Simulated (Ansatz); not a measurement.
Start from TlBr in the zinc blende structure (space group F-43m, No. 216; a = 7.311 Å; a hypothetical phase, not in the database extracts checked).

The change: every Tl is replaced by B; the structure is relaxed again.

Levels (all Ansatz, a first-principles code, PAW, earlier PAW set): PBEsol (420 eV, no spin-orbit coupling); HSE06 (420 eV, spin-orbit coupling left out).

The geometry is relaxed with PBEsol.

| Property | Result |
|---|---|
| PBEsol lowest conduction level above the VBM at special points | X 0.43 eV; Γ 1.33 eV; U 1.45 eV |

Task: How does going to HSE06 change the lowest conduction level above the VBM at special points?

Result: The lowest conduction level above the VBM at special points becomes X 1.30 eV; Γ 2.24 eV; U 2.33 eV (PBEsol: X 0.43 eV; Γ 1.33 eV; U 1.45 eV).

Single points use the geometry relaxed with PBEsol. HSE06 gaps are upper bounds (no full band path). The levels and masses belong to the bands next to the band gap. No phonon test of stability was made. As relaxed here, BBr is a hypothetical phase, not in the database extracts checked.
